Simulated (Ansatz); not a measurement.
Effect of tensor shear ε_xz = +1.14 % on TiAl

The reference is TiAl (space group P4/mmm, No. 123; a = 2.766 Å, c = 4.002 Å; relaxed with 0.1 eV smearing). Axes: x, y, z lie along a, b, c of the conventional cell.

The change: tensor shear ε_xz = +1.14 % (engineering shear γ = 0.0228); the atoms relax in the strained cell.

Method: plane-wave PAW DFT at the LDA level (Ansatz, a first-principles code, 420 eV), scalar-relativistic without spin-orbit coupling. k-mesh 21×21×15 (Γ-centred); smearing 0.1 eV (Fermi–Dirac).

| quantity | base | changed | shift |
|---|---|---|---|
| volume per atom | 15.31 Å³ | 15.31 Å³ | 0.00 Å³ |
| shortest interatomic distance | 276.6 pm | 276.6 pm | 0.0 pm |
| energy relative to the base (free energy F) | 0 meV/atom | +3.1 meV/atom | +3.1 meV/atom |
| pressure (mean of the normal stresses, compression positive) | 0.0 GPa | 0.1 GPa | +0.1 GPa |
| band gap | zero | zero | – |
| stress (xx, yy, zz, yz, xz, xy; compression positive) | – | (0.1, 0.1, 0.1, 0.0, -2.8, 0.0) GPa | – |

Stability against distortions was not tested. All final runs are without spin polarisation.
